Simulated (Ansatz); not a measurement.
# GaP (F-43m): band-edge transport data

Input:

```
GaP
1.0
    0.00000     2.71922     2.71922
    2.71922     0.00000     2.71922
    2.71922     2.71922     0.00000
Ga P
1 1
Cartesian
  0.00000   0.00000   0.00000
  1.35961   1.35961   1.35961
```

Calculation: PBEsol, rigid bands (plane waves, PAW, scalar-relativistic; Ansatz, an electronic-structure program). Geometry: cell and atoms relaxed with PBEsol.

```json
{
 "band_gap": "1.45 eV",
 "electron conductivity mass (300 K, dilute)": "0.34 mₑ",
 "hole conductivity mass (300 K, dilute)": "0.41 mₑ",
 "effective density of states N_c (300 K)": "4.1e19 cm⁻³",
 "effective density of states N_v (300 K)": "4.2e19 cm⁻³",
 "density_of_states_mass_electrons": "1.39 mₑ",
 "density_of_states_mass_holes": "1.41 mₑ",
 "Seebeck coefficient, n-type 1e19 cm⁻³, 300 K": "-332 μV/K",
 "Seebeck coefficient, p-type 1e19 cm⁻³, 300 K": "338 μV/K",
 "best p-type power factor at 300 K for τ = 10 fs (best axis; densities from 1e16 to 1e21 cm⁻³ tried, whether or not they can be reached)": "16.3 μW/(cm·K²) at 1e20 cm⁻³"
}
```

Rigid bands; masses and Seebeck coefficients take one relaxation time τ for all states and one kind of carrier; polarons and phonon drag are left out. Spin-orbit coupling is left out; where it splits the top of the valence band, N_v and the p-type Seebeck coefficient come out somewhat high without it.
